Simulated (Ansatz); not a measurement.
The cell is built on a prototype and need not be the phase stable at ambient conditions.

Inside the gap of an insulator the Bloch states are evanescent, with a wavenumber k + iκ along the transport direction.

Given:

```
CELL_PARAMETERS angstrom
      5.81848     0.00000     0.00000
      1.93949     8.47150     0.00000
      2.90924     0.00000     1.67965
ATOMIC_POSITIONS crystal
  In 0.99829 0.00514 0.00000
  Ga 0.21223 0.36330 0.00000
  Mg 0.78457 0.64630 0.00000
  O  0.13469 0.59592 0.00000
  O  0.87576 0.37272 0.00000
  O  0.28854 0.13439 0.00000
  O  0.70593 0.88222 0.00000
```

Space group of this cell: R3m. The cell was relaxed by PBE-D3(BJ); by r2SCAN its mean pressure is -3.3 GPa.

Transport runs along the normal of the first two printed cell vectors.

The gap is the functional's own. No spin-orbit coupling. Mid-gap values are interpolated on the energy grid.

Problem. Compute, with r2SCAN (Ansatz, an electronic-structure program), the band gap and the smallest decay constant κ at mid-gap.

Solution. Gap 2.62 eV on a 18×18×18 mesh; κ = 0.238 1/Å, at the zone centre.
